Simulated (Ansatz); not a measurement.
The parent structure is TiO2 in the rutile structure (space group P4_2/mnm, No. 136).

```xyz
6
Lattice="4.6435 0.0000 0.0000 0.0000 4.6435 0.0000 0.0000 0.0000 2.9637" Properties=species:S:1:pos:R:3 pbc="T T T"
Ti     0.0000     0.0000     0.0000
Ti     2.3218     2.3218     1.4819
O      1.4168     1.4168     0.0000
O      3.7386     0.9049     1.4819
O      0.9049     3.7386     1.4819
O      3.2267     3.2267     0.0000
```

Cartesian axes are those of the cell as printed.

Computed with DFT with PBE, PAW potentials and a 420 eV plane-wave cutoff in Ansatz (a program for electronic structure), no spin-orbit coupling, earlier PAW set.

Base values:

```
Quantity                              Result
---------------------  ---------------------
Valence-band top at Γ  0.00, -0.42, -0.42 eV
```

It is then changed as follows: compressive biaxial strain of 0.95 % in the plane normal to [001], as in epitaxy on a mismatched substrate; the out-of-plane cell vector and the atoms relax.

### Question
Predict the new out-of-plane strain and valence-band top at Γ.

### Answer
The out-of-plane strain is +0.62 %; the valence-band top at Γ (three highest levels, from the VBM) becomes 0.00, -0.44, -0.44 eV (base: 0.00, -0.42, -0.42 eV).

The levels and masses belong to the bands next to the band gap. No phonon test of stability was made. All final runs are without spin polarisation.
